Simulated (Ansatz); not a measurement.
Hypothetical zinc blende BaO under a change: uniaxial stress, 1 GPa compression along z

Start from BaO in the zinc blende structure (space group F-43m, No. 216; a = 5.861 Å; a hypothetical phase, not in the database extracts checked). Axes: x, y, z lie along the cube axes.

Now apply this change: uniaxial stress, 1 GPa compression along z; all other stress components relax to zero.

Computed with Kohn–Sham DFT with the PBEsol functional, run in Ansatz (an electronic-structure program) with PAW and 420 eV plane waves, scalar-relativistic without spin-orbit coupling. Γ-centred 10×10×10 mesh, Fermi–Dirac width 0.05 eV.

The volume per atom shrinks by 2.68 Å³, from 25.17 Å³ to 22.49 Å³ and the space group goes from F-43m (No. 216) to I-4m2 (No. 119). The shortest interatomic distance increases by 0.012 Å, from 2.538 Å to 2.550 Å and the energy goes up by 9.5 meV/atom. The band gap rises by 0.16 eV to 2.43 eV and the gap character is indirect, M → Γ. The smallest direct gap falls by 0.13 eV, from 3.56 eV to 3.43 eV and the electron mass becomes 0.29 mₑ along z, 0.43 mₑ across (at Γ) (base: 0.40 mₑ (at Γ)). The valley order (the lowest conduction-band minima on the path, energy above the VBM, named in the base's zone) changes from Γ 2.27 eV to Γ 2.43 eV; X along [100] 3.28 eV and the strain response (xx, yy, zz) is (+12.49, +12.49, −29.38) %.

Final structure:

```
CELL_PARAMETERS angstrom
      0.00000     3.29673     2.06953
      3.29673     0.00000     2.06953
      3.29673     3.29673     0.00000
ATOMIC_POSITIONS crystal
  O  0.75000 0.75000 0.75000
  Ba 0.00000 0.00000 0.00000
```

Cost of the whole job for the changed cell (relaxation, final SCF and bands): around 80 core-seconds (rough).

Masses are band curvatures over ±0.01 Å⁻¹ around the edge. Stability under load was not tested beyond the relaxation. Under uniaxial stress, 1 GPa compression along z the cell changed shape so far that it is another structure. k-point labels follow each cell's own Brillouin zone.
